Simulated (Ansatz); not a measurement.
Density of states of In3SbTe2 (Immm) near the Fermi level, PBEsol, rigid bands in Ansatz (an electronic-structure program).

```tsv
E − E_F (eV)	states/eV/cell
-1.92	3.95
-1.82	4.12
-1.72	4.21
-1.62	3.96
-1.52	3.98
-1.42	4.11
-1.32	4.08
-1.22	4.14
-1.12	3.90
-1.02	3.72
-0.92	3.99
-0.82	3.65
-0.72	3.34
-0.62	2.33
-0.52	1.78
-0.42	1.83
-0.32	1.75
-0.22	1.70
-0.12	1.75
-0.02	1.76
0.08	1.78
0.18	1.88
0.28	2.01
0.38	2.21
0.48	2.59
0.58	2.69
0.68	2.53
0.78	2.73
0.88	3.32
0.98	2.53
1.08	2.27
1.18	2.39
1.28	2.52
1.38	2.34
1.48	2.01
1.58	1.70
1.68	1.07
1.78	0.78
1.88	0.97
```

### Question
With 6 atoms a cell, what bare Sommerfeld coefficient γ = (π²/3) k_B² N(E_F) follows?

### Answer
N(E_F) ≈ 1.76 states/eV a cell at 300 K, so γ ≈ 0.69 mJ/(mol of atoms·K²), before many-body enhancement (phonons, spin fluctuations, correlation).

### Question
How far does the Fermi level move in a rigid band for 0.1 electron a cell added or removed?

### Answer
57 meV and -57 meV.

A metal at this level (no band gap); rigid bands, thermally averaged at 300 K, both spins. Spin-orbit coupling is left out. Geometry: cell and atoms relaxed with PBEsol.

Computed structure with no diffraction record at hand here (it may be known, metastable or hypothetical): In3SbTe2 (Immm).
